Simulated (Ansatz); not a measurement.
Consider GaCuSe2 in the chalcopyrite structure (space group I-42d, No. 122; a = 5.508 Å, c = 10.962 Å).

Computed with LDA (Ansatz, a program for electronic structure), no spin-orbit coupling.

Strains are applied to the cell and any free atomic positions relax.

One change was made to it. Results:

```json
[
 {"quantity": "mean gap deformation potential ΔEg/Δln V", "base": "–", "after": "-4.7 eV"},
 {"quantity": "energy relative to the base (free energy F)", "base": "0 meV/atom", "after": "+46 meV/atom"},
 {"quantity": "electron mass", "base": "–", "after": "0.062 mₑ along c, 0.068 mₑ across (at Γ)"}
]
```

Q: Which change produced these results?
A. isotropic strain −3.00 %
B. isotropic strain −0.75 %
C. isotropic strain −2.25 %

A: A, isotropic strain −3.00 %. For comparison, the energy relative to the base in the other runs: isotropic strain −2.25 % gives +25 meV/atom; isotropic strain −0.75 % gives +2.6 meV/atom.

Masses are band curvatures over ±0.01 Å⁻¹ around the edge. No phonon test of stability was made. The final runs are not spin-polarised.
